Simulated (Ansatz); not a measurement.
The starting structures come from a database of crystals and need not be the phases stable at ambient conditions.

 Where the default PAW files enter, the runs use the earlier of Ansatz's two default sets.

By PBEsol, the system below comes out a metal.

A figure of merit of an interconnect metal is its ballistic conductance per area.

Input:

```yaml
crystal:
  lattice:
    - [4.23722, 0.00000, 0.00000]
    - [0.00000, 4.66928, 0.00000]
    - [0.00000, 0.00000, 5.43252]
  atoms:
    - { symbol: Cu, position: [0.50000, 0.30100, 0.00000] }
    - { symbol: Cu, position: [0.00000, 0.69900, 0.50000] }
    - { symbol: Cu, position: [0.00000, 0.15581, 0.75052] }
    - { symbol: Cu, position: [0.00000, 0.15581, 0.24948] }
    - { symbol: Cu, position: [0.50000, 0.84419, 0.74948] }
    - { symbol: Cu, position: [0.50000, 0.84419, 0.25052] }
    - { symbol: Sn, position: [0.50000, 0.34118, 0.50000] }
    - { symbol: Sn, position: [0.00000, 0.65882, 0.00000] }
```

Space group of this cell: Pmmn. The cell is strained (lengths across the current scaled by 0.98, ions clamped); by PBEsol its mean pressure is 3.8 GPa.

The current flows along the normal of the first two printed cell vectors. No spin-orbit coupling; the value is a mean over 0.1 eV about the Fermi level.

Task: State the ballistic conductance per area according to PBEsol in Ansatz (a program for electronic structure).

Result: 0.79 × 10¹⁵ S/m² for both spins.
